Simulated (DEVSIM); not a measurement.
System: illuminated Si p-on-n cell, one wavelength, with a back-surface field, at 400 K.

Layer 1 from the left is Si, thickness (μm) 0.550, Na (cm⁻³) 4.4e18, τn (s) 1e-7, τp (s) 4.8e-7, absorption coefficient (cm⁻¹) 39000. Layer 2 from the left is Si, thickness (μm) 290, Nd (cm⁻³) 2.3e15, τn (s) 7.7e-6, τp (s) 7.7e-6, absorption coefficient (cm⁻¹) 39000. Layer 3 from the left is Si, thickness (μm) 2.00, Nd (cm⁻³) 2.1e18, τn (s) 7.7e-6, τp (s) 7.7e-6, absorption coefficient (cm⁻¹) 39000.

Left contact: ohmic, minority electron recombination velocity 10000 cm/s. Right contact: ohmic, minority hole recombination velocity 10000 cm/s. Voltage is applied to the left contact. Recombination: SRH at mid-gap, radiative, Auger. Gap narrowing is on: ΔEg = 6.92 meV × (l + √(l² + 0.5)), l = ln(N/1.3e17 cm⁻³), shared equally by both band edges. Light enters at the left, 1.1e18 photons cm⁻² s⁻¹, one pass, no reflection. Mobility is constant in doping.

This is a model device: material constants are rounded textbook-type values typed into the input, and sizes, dopings and lifetimes were drawn at random. Values at 300 K; Nc and Nv go as T^1.5, mobilities as T to minus their exponent, the gap by Varshni's rule with the affinity fixed.

Si: gap (eV) 1.124, affinity (eV) 4.05, permittivity 11.7, Nc (cm⁻³) 2.86e19, Nv (cm⁻³) 3.1e19, μn (cm²/Vs) 1417, μp (cm²/Vs) 470, T exponent of μn 2.3, T exponent of μp 2.2, B (cm³/s) 4.7e-15, Cn (cm⁶/s) 2.8e-31, Cp (cm⁶/s) 9.9e-32, Varshni α (eV/K) 0.000473, Varshni β (K) 636.

DEVSIM, 1D drift-diffusion, Boltzmann statistics, complete ionisation; no tunnelling, impact ionisation, image-force lowering or self-heating.

Problem. What does the simulation give for the share of generated pairs collected at short circuit, the potential step across the device at zero bias, the open-circuit voltage?

Solution. share of generated pairs collected at short circuit 0.985; potential step across the device at zero bias 0.865 V; open-circuit voltage 0.394 V.
